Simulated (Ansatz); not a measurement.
Given:

```xyz
5
Lattice="5.5233 0.0000 0.0000 2.7617 4.7834 0.0000 2.7617 -1.5945 2.3399" Properties=species:S:1:pos:R:3 pbc="T T T"
K      0.0000     0.0000     0.0000
Ta     2.7617     1.5945     1.1700
O      2.7617     0.0000     0.0000
O      1.3808     2.3917     0.0000
O      4.1425     2.3917     0.0000
```

No spin polarisation.

Calculations: DFT with PBEsol, PAW potentials and a 420 eV plane-wave cutoff in Ansatz (an electronic-structure program), no spin-orbit coupling. Γ-centred 8×8×8 mesh, Fermi–Dirac width 0.05 eV.

**Question.** Predict the in-plane stress and band gap.

**Answer.** 
* **Mean in-plane stress (compression positive)**: +7.5 GPa
* **Band gap**: 2.12 eV

With Ta present, leaving out spin-orbit coupling can change the band edges. The cells carry an imposed strain or load. Whether these cells are dynamically stable was not tested. The cell was made from KTaO₃ in the cubic perovskite structure (space group Pm-3m, No. 221) by this change: biaxial strain −2.00 %, plane normal [111], relaxed out of plane.
